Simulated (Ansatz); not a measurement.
Crystal: TePb (Fm-3m, rock salt, 2 atoms a cell, 33.8 Å³ an atom); both levels run on this one cell.

Complex bands along the normal of (001) by Ansatz (plane waves, PAW, no spin-orbit coupling). r2SCAN gives a gap of 1.02 eV and a slowest mid-gap decay of 0.073 1/Å.

What does PBE give on the same cell, and what does that do to the current through 2 nm?

Gap 0.74 eV, κ = 0.064 1/Å. The mid-gap transmission through 2 nm changes by exp(2 × 20 × (0.073 − 0.064)) = a factor of 1.4 against r2SCAN.

Ansatz is a quantum-chemistry and plane-wave program.
